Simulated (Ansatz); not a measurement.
ZnS: biaxial strain +2.00 %, plane normal [001], relaxed out of plane

The reference is ZnS in the zinc blende structure (space group F-43m, No. 216; a = 5.3566 Å). Axes: x, y, z lie along the cube axes.

Modification: biaxial strain +2.00 %, plane normal [001], relaxed out of plane (Cartesian); in-plane vectors clamped, the third vector and the atoms free.

Computed with DFT with PBEsol, PAW potentials and a 420 eV plane-wave cutoff in Ansatz (an electronic-structure program), no spin-orbit coupling. k-mesh 11×11×11 (Γ-centred); smearing 0.05 eV (Fermi–Dirac).

The volume per atom increases by 0.28 Å³ (19.21 Å³ → 19.49 Å³) and the space group changes from F-43m (No. 216) to I-4m2 (No. 119). The shortest interatomic distance increases by 0.0123 Å to 2.332 Å and the energy grows by 4.3 meV/atom. The pressure (mean of the normal stresses, compression positive) shrinks by 1.16 GPa, from -0.01 GPa to -1.17 GPa and the band gap falls by 0.17 eV (2.09 eV → 1.92 eV). The gap character is still direct at Γ and the electron mass goes from 0.17 mₑ (at Γ) to 0.16 mₑ (at Γ). The hole mass comes out as 0.18 mₑ out of plane, 0.66 mₑ in plane (at Γ) and the valence-band top at Γ (three highest levels, from the VBM) becomes 0.00, -0.15, -0.15 eV (base: 0.00, 0.00, 0.00 eV). The valley order (the lowest conduction-band minima on the path, energy above the VBM, named in the base's zone) goes from Γ 2.09 eV; X along ⟨100⟩ 3.17 eV; L along ⟨111⟩ 3.24 eV to Γ 1.92 eV; X along [001] 2.97 eV; L along [1-1-1] 3.08 eV; X along [100] 3.19 eV and the out-of-plane strain comes out as -2.48 %. The ratio −ε⊥/ε∥ comes out as 1.24 and the mean in-plane stress (compression positive) comes out as -1.8 GPa.

Final structure (turned so that z lies along the plane normal):

```yaml
crystal:
  lattice:
    - [3.86347, 0.00000, 0.00000]
    - [0.00000, 3.86347, 0.00000]
    - [1.93174, -1.93174, 2.61202]
  atoms:
    - { symbol: Zn, position: [0.00000, 0.00000, 0.00000] }
    - { symbol: S, position: [0.75000, 0.75000, 0.50000] }
```

Masses are band curvatures over ±0.01 Å⁻¹ around the edge. Whether these cells are dynamically stable was not tested. k-point labels follow each cell's own Brillouin zone.
